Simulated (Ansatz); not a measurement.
F on the 1x1 (10-10) surface of wurtzite ZnO (cut with top plane O + Zn), one in a 2x1 cell, energies for each (34.7 Å²). Energies are against ½ F2(g), without zero-point or thermal terms; each row is named by its start (#2, #3: further inequivalent places of a kind).

Host crystal: wurtzite ZnO, with a band gap (PBE, scalar-relativistic without spin-orbit coupling).

Method: PBE (plane waves to 420 eV, PAW; Ansatz, a first-principles code).

Model: 33-atom slab, 9.4 Å thick at the start under the adsorbate (thin: gaps and levels are the slab's own), 3x4x1 mesh, Fermi-Dirac 0.01 eV, dipole correction, 16 atoms held, the rest relaxed; each run with such symmetry as its start has; spin-polarised, no spin-orbit, no U, no dispersion correction.

A negative adsorption energy means that the adsorbate is more stable on the surface than in its reference. Starts that drift may end in the same place. Heights count from the host atoms within 0.3 Å of the top one. Moments of ungapped slabs depend on the mesh.

```json
[
 {"starting site": "top O", "E_ads (eV)": "-1.38", "height (Å)": "1.45", "nearest host atom (Å)": "Zn 1.82", "bonded to": "Zn", "change of the vacuum step (eV)": "1.98", "lateral drift (Å)": "2.0", "moment (μB)": "0.8"},
 {"starting site": "top Zn", "E_ads (eV)": "-1.38", "height (Å)": "1.45", "nearest host atom (Å)": "Zn 1.82", "bonded to": "Zn", "change of the vacuum step (eV)": "1.98", "lateral drift (Å)": "1.5", "moment (μB)": "0.8"},
 {"starting site": "top Zn #2", "E_ads (eV)": "-1.54", "height (Å)": "1.44", "nearest host atom (Å)": "Zn 2.02", "bonded to": "2 Zn", "change of the vacuum step (eV)": "1.52", "lateral drift (Å)": "2.4", "moment (μB)": "0.5"},
 {"starting site": "over O at depth 0.9 Å", "E_ads (eV)": "-1.54", "height (Å)": "1.44", "nearest host atom (Å)": "Zn 2.02", "bonded to": "2 Zn", "change of the vacuum step (eV)": "1.52", "lateral drift (Å)": "0.4", "moment (μB)": "0.5"},
 {"starting site": "hollow O-O-Zn-Zn-Zn", "E_ads (eV)": "-1.54", "height (Å)": "1.44", "nearest host atom (Å)": "Zn 2.02", "bonded to": "2 Zn", "change of the vacuum step (eV)": "1.51", "lateral drift (Å)": "1.1", "moment (μB)": "0.6"},
 {"starting site": "hollow beside O", "E_ads (eV)": "-1.54", "height (Å)": "1.44", "nearest host atom (Å)": "Zn 2.02", "bonded to": "2 Zn", "change of the vacuum step (eV)": "1.51", "lateral drift (Å)": "1.9", "moment (μB)": "0.5"},
 {"starting site": "bridge Zn-Zn (span 3.3 Å)", "E_ads (eV)": "-1.54", "height (Å)": "1.44", "nearest host atom (Å)": "Zn 2.02", "bonded to": "2 Zn", "change of the vacuum step (eV)": "1.52", "lateral drift (Å)": "0.4", "moment (μB)": "0.5"},
 {"starting site": "bridge Zn-Zn (span 3.3 Å) #2", "E_ads (eV)": "-1.38", "height (Å)": "1.46", "nearest host atom (Å)": "Zn 1.82", "bonded to": "Zn", "change of the vacuum step (eV)": "1.98", "lateral drift (Å)": "0.8", "moment (μB)": "0.8"}
]
```
